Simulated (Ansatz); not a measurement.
Input and output of a relaxation of the atoms for HgTe (Cm, 4 atoms in the cell) (Ansatz, an electronic-structure program).

Level of theory: LDA (PW92), default PAW files made with PBE (plane waves; Ansatz).

The change in words: one atom moved by 0.15 angstrom; relax: default → atoms; relax.f_tol: default → 0.05 eV/Å. Reference geometry:
```
HgTe
1.0
    2.98354    -3.45653     0.00000
    2.98354     3.45653     0.00000
    0.00000     0.00000     5.78077
Hg Te
2 2
Cartesian
  2.98354   1.08500   4.33557
  2.98354  -1.08500   1.44519
  2.98354  -1.96891   4.33557
  2.98354   1.96891   1.44519
```

Reference input (self-consistent single point, DFT, LDA (PW92), plane waves, default PAW files made with PBE): basis.ecutwfc = 420 eV; kpoints.mp_grid.grid = 7 7 6; hamiltonian.xc = lda; hamiltonian.pseudopotentials = {kind: paw} (the program's default PAW files); scf.occupations.method = gaussian; scf.occupations.width = 0.1 eV. This run's input differs from it in these lines:

```diff
@@ -7,3 +7,3 @@
   atoms:
-    - { symbol: Hg, position: [0.34305000, 0.65695000, 0.75000000] }
+    - { symbol: Hg, position: [0.34305000, 0.65695000, 0.77594800] }
     - { symbol: Hg, position: [0.65695000, 0.34305000, 0.25000000] }
@@ -20,2 +20,4 @@
   occupations: { method: gaussian, width: 0.1 eV }
+relax:
+  f_tol: 0.05
 output:
```

Output, abridged:

```
   [... SCF lines of the steps left out ...]
relax step   1: F+E_penalty+E_count = -40699.19071956 eV  Δ(F+E_penalty+E_count) = +0.000e0 eV  max|allowed force component| = 2.847e-1 eV/Å  Δτ_max = 0.0000 Å  (6 SCF iters, dr2 threshold 6.25e-5 eV, accepted)
relax step   2: F+E_penalty+E_count = -40699.23118100 eV  Δ(F+E_penalty+E_count) = -4.046e-2 eV  max|allowed force component| = 1.710e-1 eV/Å  Δτ_max = 0.1225 Å  (5 SCF iters, dr2 threshold 5.07e-6 eV, accepted)
relax step   3: F+E_penalty+E_count = -40699.24045772 eV  Δ(F+E_penalty+E_count) = -9.277e-3 eV  max|allowed force component| = 7.830e-2 eV/Å  Δτ_max = 0.0913 Å  (6 SCF iters, accepted)
relax step   4: F+E_penalty+E_count = -40699.24299746 eV  Δ(F+E_penalty+E_count) = -2.540e-3 eV  max|allowed force component| = 1.010e-2 eV/Å  Δτ_max = 0.0279 Å  (6 SCF iters, accepted)
the relaxation is at rest under the 2 symmetry operations that the run kept from its start: a minimum is not shown …
Free energy (F): -40699.242997 eV
Internal energy: -40699.237273 eV  (E = F + TS)
E sigma→0 (E₀):  -40699.240135 eV
Entropy (-TS):   -0.005725 eV (-1.431 meV/atom)
Fermi energy:    9.928139 eV
--- Forces (eV/Å), atoms counted from 1 ---
  atom   1  Hg     0.00000000    -0.00841177     0.00204842
  atom   2  Hg     0.00000000     0.01010361    -0.00057955
  atom   3  Te     0.00000000     0.00321587    -0.00152127
  atom   4  Te     0.00000000    -0.00490204     0.00005129
--- Stress (GPa, compression-positive) ---
       -5.082136       0.000000       0.000000
   [... lines left out ...]
  atoms:
    - { symbol: Hg, position: [0.328241784987982, 0.671758215012018, 0.7562830196501186] }
    - { symbol: Hg, position: [0.6719290257541155, 0.32807097424588444, 0.25663674033391937] }
    - { symbol: Te, position: [0.7630411586975849, 0.236958841302415, 0.7566154942109099] }
    - { symbol: Te, position: [0.23678803056031744, 0.7632119694396826, 0.25641274580505224] }
```

The run converged.  The full log also holds: “iter 5 did not close the SCF: its close was put off for the readings that it lacked (scf_convergence_deferred on its scf_iter line)”.

Summary of the result:
| Item | Result |
|---|---|
| Free energy E − TS (on the zero of these files) | -40699.2430 eV |
| Fermi level (on the code's own zero) | 9.93 eV |
| Pressure | -3.68 GPa |
| Largest force (vector length) | 0.010 eV/Å |
| Relaxation steps | 4 |

The starting cell comes from a database of computed structures (which also holds hypothetical and non-ambient phases and stackings), without a prior relaxation at this level. Its lattice was rescaled by up to half a per cent. For this run, on top of that: one atom moved by 0.15 angstrom. Ansatz's pressure includes its estimate of the finite-basis (Pulay) stress. The run gives no clean gap (levels at the Fermi energy touch, overlap or are partly filled at this smearing), which alone does not show that the compound is a metal.

Cost on one core of a shared machine: roughly 3 min.

Keys are those of Ansatz 0.2.
